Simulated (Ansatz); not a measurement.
Start from BaTiO3 in the cubic perovskite structure (space group Pm-3m, No. 221; a = 3.994 Å). Axes: x, y, z lie along the cube axes.

All numbers come from r2SCAN (Ansatz, a first-principles code), no spin-orbit coupling.

Before the change:

The band gap comes out as 2.17 eV.

Modification: tensile biaxial strain of 2.83 % in the plane normal to [110], as in epitaxy on a mismatched substrate; the out-of-plane cell vector and the atoms relax.

Q: Estimate the effect on the out-of-plane strain.

A: The out-of-plane strain comes out as -1.50 %.

Q: What does the calculation give for the band gap after the change?

A: The band gap falls by 0.248 eV to 1.93 eV.

No phonon test of stability was made. All final runs are without spin polarisation. Many cubic perovskites are stable only at high temperature; tilts and polar distortions were not tested. This is not the structure that BaTiO3 has at room temperature and ambient pressure.
